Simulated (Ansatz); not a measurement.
KTaO3, pressure series

Consider KTaO$_{3}$ in the cubic perovskite structure (space group Pm-3m, No. 221; a = 4.024 Å).

Cell and atoms are relaxed at each pressure.

Method: plane-wave PAW DFT at the PBE level (Ansatz, an electronic-structure program, 420 eV), no SOC.

Notes on the quantities. enthalpy: H = E + PV relative to the base's energy.

```csv
variant,enthalpy,shortest interatomic distance,smallest direct gap
base,–,2.012 Å,2.78 eV
pressure −2 GPa,-0.16 eV/atom,2.020 Å,2.76 eV
pressure −1 GPa,-0.08 eV/atom,[?],2.77 eV
pressure 0.3 GPa,+0.02 eV/atom,2.011 Å,2.79 eV
pressure 0.7 GPa,+0.06 eV/atom,2.010 Å,2.79 eV
pressure 1.5 GPa,+0.12 eV/atom,2.007 Å,[?]
pressure 5 GPa,+0.40 eV/atom,1.995 Å,2.83 eV
pressure 7.5 GPa,+0.60 eV/atom,1.988 Å,2.85 eV
pressure 10 GPa,+0.79 eV/atom,1.980 Å,2.87 eV
```

**Question.** Fill in the withheld entries from the trend.

**Answer.** 
- pressure −1 GPa, shortest interatomic distance: 2.016 Å
- pressure 1.5 GPa, smallest direct gap: 2.80 eV

With Ta present, leaving out spin-orbit coupling can change the band edges. Load acts through the strain it causes; cell and atoms are relaxed under it. No phonon test of stability was made. No other phases were tried under pressure.
